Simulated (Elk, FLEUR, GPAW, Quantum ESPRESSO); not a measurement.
GdB2 (P6/mmm, 3 atoms in the cell) computed with different codes at matched settings

Self-consistent single point, at a second geometry (lattice scaled by 0.98). First geometry:

```
CELL_PARAMETERS angstrom
      3.30203     0.00000     0.00000
     -1.65101     2.85964     0.00000
      0.00000     0.00000     3.94602
ATOMIC_POSITIONS crystal
  Gd 0.00000 0.00000 0.00000
  B  0.66667 0.33333 0.50000
  B  0.33333 0.66667 0.50000
```
Moments meant for the start (each program seeds them in its own way; μB, in the order of the atoms Gd B B): 7.0 0.0 0.0.

Shared settings, as Quantum ESPRESSO writes them: occupations = smearing; smearing = fermi-dirac; degauss = 0.0073499 Ry; nspin = 2; K_POINTS = automatic 8 8 6 0 0 0. Potentials and cutoffs stand in the table.

| code | model | ΔF from the first geometry (meV/atom) | size of the net moment (μB/atom) | cutoff |
|---|---|---|---|---|
| Elk | LDA (PW92), all-electron FP-LAPW, Elk's shipped species files, APW+lo basis with extra local orbitals | -21.2 | 2.38 | rgkmax 8 |
| FLEUR | LDA (Vosko-Wilk-Nusair), all-electron FLAPW (FLEUR), scalar-relativistic valence | -19.4 | 2.38 | Kmax 3.8 1/bohr |
| GPAW | LDA (Perdew-Wang 92), GPAW PAW datasets LDA (gpaw-data 1.0.1) | -19.6 | 2.38 | 900 eV |
| Quantum ESPRESSO | LDA (PZ), SSSP 1.1.2 efficiency (PBE) pseudopotentials | -14.5 | 2.37 | 50 Ry |

On Elk's run: spin-orbit coupling is off. With one magnetic atom in the cell only a parallel order is possible. With U or open f shells several self-consistent states can exist. The f electrons are in the valence without U or exact exchange, which can misplace them near the Fermi level. Spin-orbit terms, which matter for f shells, are left out.

The spread over the programs that give each value: ΔF from the first geometry within 6.7 meV/atom; size of the net moment within 0.01 μB/atom.

Elk and FLEUR treat all electrons, but the usual bases taken here (sphere radii, linearisation, local orbitals, empty states) were not tested for convergence, so the values are no reference for the others. The same LDA comes in different parametrisations, which differ slightly.

The starting cell comes from a database of computed structures (which also holds hypothetical and non-ambient phases and stackings), without a prior relaxation at this level. For this run, on top of that: lattice scaled by 0.98.

Left out of this page: Ansatz (with a known weakness of the program).
